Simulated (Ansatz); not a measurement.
## C, response to strain

Base system: C in the diamond structure (space group Fd-3m, No. 227; a = 3.572 Å).

Strains are applied to the cell and any free atomic positions relax.

All numbers come from Ansatz (a quantum-chemistry and plane-wave program), PBE, PAW, cutoff 420 eV, no spin-orbit coupling.

```tsv
isotropic strain (%)	pressure (GPa)
-2.5	37.8
-2	29.3
0	0.0
0.5	-6.3
1	-12.2
1.5	?
2	-23.0
2.5	-27.9
3	-32.5
```

Problem. Fit P = P₀ − Bδ + Cδ² with δ = (1 + ε)³ − 1 to the rows shown and predict the withheld row.

Solution. Least squares on the printed values gives P₀ = 0.2 GPa, B = 441 GPa, C = 977 GPa (largest residual 0.2 GPa); this predicts -17.9 GPa, and the run gives -17.8 GPa, in agreement.

No phonon test of stability was made.
